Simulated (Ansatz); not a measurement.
The starting structures come from a database of crystals and need not be the phases stable at ambient conditions.

 Where the default PAW files enter, the runs use the earlier of Ansatz's two default sets.

The decay constant κ of evanescent states in the gap governs leakage through a thin film.

Here is the system:

```
NaHO
1.0
    3.44259     0.00000     0.00000
    0.00000     5.30946    -0.11330
    0.00000     0.82162     3.26762
Na H O
2 2 2
Direct
  0.75000   0.19373   0.68800
  0.25000   0.80627   0.31200
  0.75000   0.58093   0.99817
  0.25000   0.41907   0.00183
  0.25000   0.25347   0.19528
  0.75000   0.74653   0.80472
```

Space group of this cell: P2_1/m. The cell was relaxed by PBE-D3(BJ); by PBEsol its mean pressure is 0.5 GPa.

Transport runs along the normal of the first two printed cell vectors.

The gap is the functional's own, uncorrected, and κ follows it; spin-orbit coupling is left out. Mid-gap values are interpolated between the computed energies.

Q: State the band gap and the smallest decay constant κ at mid-gap according to Ansatz (a quantum-chemistry and plane-wave program) with PBEsol.

A: Gap 3.28 eV on a 10×6×10 mesh; κ = 0.356 1/Å, at the zone centre.
